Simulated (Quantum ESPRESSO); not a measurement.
Worked example: self-consistent single point of ZrPbO₃ (Pnma, 20 atoms in the cell) in Quantum ESPRESSO.

Computed with LDA (PW92), PseudoDojo standard norm-conserving (LDA) pseudopotentials (plane waves; Quantum ESPRESSO 7.5).

```yaml
crystal:
  lattice:
    - [5.92742, 0.00000, 0.00000]
    - [0.00000, 8.35431, 0.00000]
    - [0.00000, 0.00000, 5.88933]
  atoms:
    - { symbol: Zr, position: [0.00000, 0.00000, 0.00000] }
    - { symbol: Zr, position: [0.50000, 0.00000, 0.50000] }
    - { symbol: Zr, position: [0.50000, 0.50000, 0.50000] }
    - { symbol: Zr, position: [0.00000, 0.50000, 0.00000] }
    - { symbol: Pb, position: [0.52386, 0.25000, 0.00693] }
    - { symbol: Pb, position: [0.47614, 0.75000, 0.99307] }
    - { symbol: Pb, position: [0.97614, 0.75000, 0.50693] }
    - { symbol: Pb, position: [0.02386, 0.25000, 0.49307] }
    - { symbol: O, position: [0.01578, 0.75000, 0.07723] }
    - { symbol: O, position: [0.98422, 0.25000, 0.92277] }
    - { symbol: O, position: [0.48422, 0.25000, 0.57723] }
    - { symbol: O, position: [0.51578, 0.75000, 0.42277] }
    - { symbol: O, position: [0.28751, 0.04019, 0.21151] }
    - { symbol: O, position: [0.71249, 0.95981, 0.78849] }
    - { symbol: O, position: [0.21249, 0.95981, 0.71151] }
    - { symbol: O, position: [0.78751, 0.04019, 0.28849] }
    - { symbol: O, position: [0.78751, 0.45981, 0.28849] }
    - { symbol: O, position: [0.21249, 0.54019, 0.71151] }
    - { symbol: O, position: [0.71249, 0.54019, 0.78849] }
    - { symbol: O, position: [0.28751, 0.45981, 0.21151] }
```

Reference input (self-consistent single point, DFT, LDA (PW92), plane waves, PseudoDojo standard norm-conserving (LDA) pseudopotentials): ecutwfc = 85 Ry; occupations = smearing; smearing = gaussian; degauss = 0.000734986 Ry; potentials = {Zr: Zr.upf, Pb: Pb.upf, O: O.upf}; K_POINTS = automatic 4 3 4 1 1 1; conv_thr = 1e-10 Ry; mixing_beta = 0.7. This run's input differs from it in these lines:

```diff
@@ -15,3 +15,3 @@
     ntyp = 3,
-    ecutwfc = 85,
+    ecutwfc = 51,
     occupations = 'smearing',
```

Log, with long lists cut:

```
     Self-consistent Calculation

     iteration #  1     ecut=    51.00 Ry     beta= 0.70

     total energy              =   -1361.56575674 Ry
     estimated scf accuracy    <       6.51605416 Ry

     iteration #  2     ecut=    51.00 Ry     beta= 0.70

     total energy              =   -1360.66423376 Ry
     estimated scf accuracy    <      21.67765817 Ry

     iteration #  3     ecut=    51.00 Ry     beta= 0.70

     total energy              =   -1364.95866521 Ry
     estimated scf accuracy    <       0.20485346 Ry

   [... 10 blocks of this kind left out ...]

     iteration # 14     ecut=    51.00 Ry     beta= 0.70

     total energy              =   -1364.98608132 Ry
     estimated scf accuracy    <          1.3E-10 Ry

     iteration # 15     ecut=    51.00 Ry     beta= 0.70
     End of self-consistent calculation

     the Fermi energy is    11.9286 ev

!    total energy              =   -1364.98608132 Ry
     estimated scf accuracy    <          4.1E-11 Ry
     smearing contrib. (-TS)   =      -0.00000000 Ry
     internal energy E=F+TS    =   -1364.98608132 Ry

     convergence has been achieved in  15 iterations

     Forces acting on atoms (cartesian axes, Ry/au):

     atom    1 type  1   force =     0.00000000    0.00000000    0.00000000
     atom    2 type  1   force =     0.00000000    0.00000000    0.00000000
     atom    3 type  1   force =     0.00000000    0.00000000   -0.00000000
     atom    4 type  1   force =     0.00000000    0.00000000    0.00000000
     atom    5 type  2   force =     0.00039922    0.00000000    0.00021134
   [... lines left out ...]

     Total force =     0.024740     Total SCF correction =     0.000014

          total   stress  (Ry/bohr**3)                   (kbar)     P=     -318.51
  -0.00214217   0.00000000   0.00000000         -315.12        0.00        0.00
   0.00000000  -0.00217107   0.00000000            0.00     -319.37        0.00
   0.00000000   0.00000000  -0.00218223            0.00        0.00     -321.02

   JOB DONE.
```

The run converged in 15 iterations. Against the reference run the free energy rises by 351 meV/atom, the pressure goes from -11.58 to -31.85 GPa, the largest force goes from 0.209 to 0.195 eV/Å and the gap on the mesh moves little (3.096 to 3.092 eV). The full log also holds: “c_bands:  1 eigenvalues not converged”.

The starting cell comes from a database of computed structures (which also holds hypothetical and non-ambient phases and stackings), without a prior relaxation at this level. Spin-orbit coupling is off. The shifted mesh does not hold Γ, so a gap read on it misses any band edge there.

Cost on one core of a shared machine: roughly 6 min.
